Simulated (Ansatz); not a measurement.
A self-consistent single point of a (100) slab of LaAs (cut from a parent of space group no. 225; 8 atoms in the cell) with Ansatz (a program for electronic structure).

Computed with LDA (PW92), default PAW files made with PBE (plane waves; Ansatz).

The change in words: vacuum of 4 angstrom (first run: 14 Å). Reference geometry:
```
CELL_PARAMETERS angstrom
      4.40468     0.00000     0.00000
     -4.40468     4.40468     0.00000
      0.00000     0.00000    23.34379
ATOMIC_POSITIONS crystal
  As 0.00000 0.00000 0.29987
  As 0.00000 0.50000 0.43329
  As 0.00000 0.00000 0.56671
  As 0.00000 0.50000 0.70013
  La 0.00000 0.00000 0.43329
  La 0.00000 0.50000 0.29987
  La 0.00000 0.00000 0.70013
  La 0.00000 0.50000 0.56671
```

Reference input (self-consistent single point, DFT, LDA (PW92), plane waves, default PAW files made with PBE): basis.ecutwfc = 420 eV; kpoints.mp_grid.grid = 5 5 1; hamiltonian.xc = lda; hamiltonian.pseudopotentials = {kind: paw} (the program's default PAW files); scf.occupations.method = gaussian; scf.occupations.width = 0.1 eV. This run's input differs from it in these lines:

Ansatz 0.2 input:
```diff
@@ -5,12 +5,12 @@
     - [-4.404681, 4.404681, 0.000000]
-    - [0.000000, 0.000000, 23.343790]
+    - [0.000000, 0.000000, 13.343772]
   atoms:
-    - { symbol: As, position: [0.000000, 0.000000, 0.299866] }
-    - { symbol: As, position: [0.000000, 0.500000, 0.433289] }
-    - { symbol: As, position: [0.000000, 0.000000, 0.566711] }
-    - { symbol: As, position: [0.000000, 0.500000, 0.700134] }
-    - { symbol: La, position: [0.000000, 0.000000, 0.433289] }
-    - { symbol: La, position: [0.000000, 0.500000, 0.299866] }
-    - { symbol: La, position: [0.000000, 0.000000, 0.700134] }
-    - { symbol: La, position: [0.000000, 0.500000, 0.566711] }
+    - { symbol: As, position: [0.000000, 0.000000, 0.149883] }
+    - { symbol: As, position: [1.000000, 0.500000, 0.383295] }
+    - { symbol: As, position: [0.000000, 0.000000, 0.616705] }
+    - { symbol: As, position: [1.000000, 0.500000, 0.850117] }
+    - { symbol: La, position: [0.000000, 0.000000, 0.383295] }
+    - { symbol: La, position: [1.000000, 0.500000, 0.149883] }
+    - { symbol: La, position: [0.000000, 0.000000, 0.850117] }
+    - { symbol: La, position: [1.000000, 0.500000, 0.616705] }
 basis:
```

The program printed (abridged):

```
SCF iter   1: F=—  HF=-43410.084137 eV  |F-HF|=—  |Δ(HF+E_count)|=         —  Δρ=4.80e-3  dr2=5.68e-2  ethr=1.77e-3  ⟨swp⟩=5.8  Hψ=1376  notcnv=0
all-band conjugate gradients solve this SCF's bands
preconditioner: auto → Resta (q_TF=auto, 2.344 Å⁻¹)
SCF iter   2: F=—  HF=-43410.067073 eV  |F-HF|=—  |Δ(HF+E_count)|=   1.71e-2  Δρ=2.20e-3  dr2=1.54e-2  ethr=5.46e-5  ⟨swp⟩=3.5  Hψ=693  notcnv=0  defer=32
   [... lines left out ...]
SCF iter   6: F=—  HF=-43410.064610 eV  |F-HF|=—  |Δ(HF+E_count)|=   6.22e-5  Δρ=4.23e-5  dr2=1.56e-5  ethr=7.29e-8  ⟨swp⟩=2.0  Hψ=691  notcnv=0  defer=32
SCF iter   7: F=—  HF=-43410.064608 eV  |F-HF|=—  |Δ(HF+E_count)|=   2.50e-6  Δρ=1.67e-5  dr2=2.33e-6  ethr=1.50e-8  ⟨swp⟩=2.0  Hψ=418  notcnv=0  defer=32
SCF iter   8: F=—  HF=-43410.064607 eV  |F-HF|=—  |Δ(HF+E_count)|=   2.96e-7  Δρ=5.06e-6  dr2=2.96e-7  ethr=2.24e-9  ⟨swp⟩=2.0  Hψ=419  notcnv=0  defer=32
SCF iter   9: F=-43410.064607 eV  HF=-43410.064607 eV  |F-HF|=5.77e-8  |Δ(HF+E_count)|=   2.50e-8  Δρ=2.09e-6  dr2=3.42e-8  ethr=9.62e-11  ⟨swp⟩=17.8  Hψ=2204  notcnv=0
SCF 1 converged in 9 iterations: F = -43410.064607 eV  dr2 = 3.42e-8
Free energy (F): -43410.064607 eV
Internal energy: -43410.056830 eV  (E = F + TS)
E sigma→0 (E₀):  -43410.060719 eV
Entropy (-TS):   -0.007777 eV (-0.972 meV/atom)
Fermi energy:    8.483234 eV
--- Forces (eV/Å), atoms counted from 1 ---
  atom   1  As     0.00000000     0.00000000    -0.11468716
  atom   2  As    -0.00000000     0.00000000    -0.14589349
  atom   3  As    -0.00000000     0.00000000     0.14589349
  atom   4  As     0.00000000     0.00000000     0.11468716
  atom   5  La     0.00000000     0.00000000    -0.03977967
  atom   6  La    -0.00000000     0.00000000     0.00683934
  atom   7  La    -0.00000000     0.00000000    -0.00683934
  atom   8  La     0.00000000     0.00000000     0.03977967
--- Stress (GPa, compression-positive) ---
       -5.850801       0.000000       0.000000
        0.000000      -5.850801       0.000000
        0.000000       0.000000      -6.376576
  P = ⅓ Tr σ = -6.0261 GPa (-60.261 kbar)
  The stress holds the Pulay correction. Without it, at fixed plane waves, as pw.x and ABINIT print it: P = -6.0394 GPa
```

The run converged in 9 iterations. Against the reference run the free energy falls by 87.3 meV/atom and the largest force goes from 0.743 to 0.146 eV/Å.

The starting cell comes from a database of computed structures (which also holds hypothetical and non-ambient phases and stackings), without a prior relaxation at this level. The slab is cut from that crystal, and its faces are unrelaxed. Its lattice was rescaled by up to half a per cent. Spin polarisation is off, though cut faces can carry moments; the slab shows no gap.
